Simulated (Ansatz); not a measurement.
For TaSi (model structure, started from the NbAs type, I4₁md, No. 109, 4 atoms in the cell), PBE (PAW; Ansatz, a quantum-chemistry and plane-wave program) gives:

| Property | Value |
|---|---|
| lattice constant a | 3.413 Å |
| c axis length | 11.750 Å |

Task: What does PBE-D3(BJ) (plane waves, PAW; Ansatz) give for the same quantities?

Result: 
- lattice constant a: 3.386 Å (falls by 0.8 %)
- lattice parameter c: 11.589 Å (decreases by 1.4 %)

Changes are worked out from the printed values.

Unless a cell is named, each level is at its own relaxed cell (PBE 17.11, PBE-D3(BJ) 16.61 Å³/atom).

Levels without +SOC leave out spin–orbit coupling, which shifts energies and cells of such heavy elements.

Ansatz's density-functional and Hartree–Fock values are scalar-relativistic unless marked +SOC, with PAW data made under PBE.

A model structure was made by putting elements into a prototype or built by hand; it is no filed structure, need not be a known phase, and can be a saddle point held by its symmetry.
